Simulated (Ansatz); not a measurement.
Base system: FeHO2 (space group Pmn2_1, No. 31; ferromagnetic; a cell from a computed database, its experimental status unchecked).

```xyz
8
Lattice="2.7741 0.0000 0.0000 0.0000 4.2045 0.0000 0.0000 0.0000 4.6860" Properties=species:S:1:pos:R:3 pbc="T T T"
Fe     1.3871     3.1021     2.3879
Fe     0.0000     1.1024     0.0449
H      1.3871     3.2942     4.6787
H      0.0000     0.9104     2.3358
O      1.3871     4.1495     4.0341
O      0.0000     0.0550     1.6912
O      1.3871     2.1506     0.7631
O      0.0000     2.0539     3.1061
```

Cartesian axes are those of the cell as printed.

Level of theory: PBEsol (Ansatz, a quantum-chemistry and plane-wave program, PAW, without spin-orbit coupling).

Strains are applied to the cell and any free atomic positions relax.

One change was made to it. Results:

```json
[
 {"quantity": "energy relative to the base (free energy F)", "base": "0 meV/atom", "after": "+1.1 meV/atom"},
 {"quantity": "largest site moment", "base": "0.83 μB", "after": "0.83 μB"}
]
```

Q: Name the change that was made.
A) strain tensor (xx, yy, zz, yz, xz, xy) = (−0.20, −0.15, +0.02, +1.43, +1.05, +0.82) %
B) strain tensor (xx, yy, zz, yz, xz, xy) = (−0.45, +0.28, +1.77, +0.17, −0.77, −0.38) %
C) tensor shear ε_xz = −1.04 %

A: C, tensor shear ε_xz = −1.04 %. For comparison, the energy relative to the base in the other runs: strain tensor (xx, yy, zz, yz, xz, xy) = (−0.45, +0.28, +1.77, +0.17, −0.77, −0.38) % gives +3.6 meV/atom; strain tensor (xx, yy, zz, yz, xz, xy) = (−0.20, −0.15, +0.02, +1.43, +1.05, +0.82) % gives +5.3 meV/atom.

Without a gap, meshes like the base's 15×10×9 leave anisotropic stresses uncertain by several tenths of a GPa, and small strain energies with them. Whether these cells are dynamically stable was not tested. No Hubbard U is applied and the magnetic state is the run's own (FeHO2 ferromagnetic); small cells can't hold the antiferromagnetic order that many such compounds have, so gaps and moments can be off.
